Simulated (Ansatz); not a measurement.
# Hf: stress against strain

Hf (hcp, P6_3/mmc, 21.613 Å³/atom at rest, c along z) under a strain ε along c (axis z), the other axes held. PBEsol in Ansatz, a plane-wave DFT program (PAW, default set), 420 eV, 21×21×12 Γ-centred mesh, Fermi-Dirac smearing 0.10 eV; ions are relaxed within the symmetry of each cell. Stress is positive for a compressed cell.

Here s stands for strain and y for stress zz.

```csv
strain (%),stress zz (GPa)
-1.50,3.23
-1.00,2.12
-0.50,1.04
0.00,0.00
0.50,-1.01
1.00,-1.99
1.50,-2.94
3.00,?
```

Task: Fit y against s with a straight line, and predict the withheld value at s = 3.00.

Result: Means: s 0, y 0.064. About the means, the sum of products is -14.390 and the sum of squares of s is 7.0000; the slope is their ratio. Least squares gives y = 0.064 - 2.0557·s. Residuals (row less fit): 0.082, 0.000, -0.052, -0.064, -0.046, 0.002, 0.080; standard error 0.066 (degrees of freedom: 5). The slope gives the elastic constant C33 = 206 ± 3 GPa. At the withheld row, y = 0.064 - 2.0557 × 3.0 = -6.103 GPa. The calculation gives -5.63 GPa, 0.473 GPa above the prediction (5.3 % of the range of y in the table). The row lies outside the fitted rows, so this is an extrapolation. From the scatter of the fitted rows alone, a prediction at this place has a standard error of 0.103 GPa, so the miss is 4.6 times that.

One order more, fitted to all 13 runs of the series, follows each within 0.01, so the miss is the next term of a smooth law. In a metal these values are sensitive to mesh and smearing; energies are taken to zero smearing, stresses follow the free energy. Rows are the converged runs of the series near zero and its far end; series whose fitted rows scatter by over a few per cent of the range, as at a crossing or softening among them, aren't shown in this form. Most that stay on the fit to the last digits aren't either.
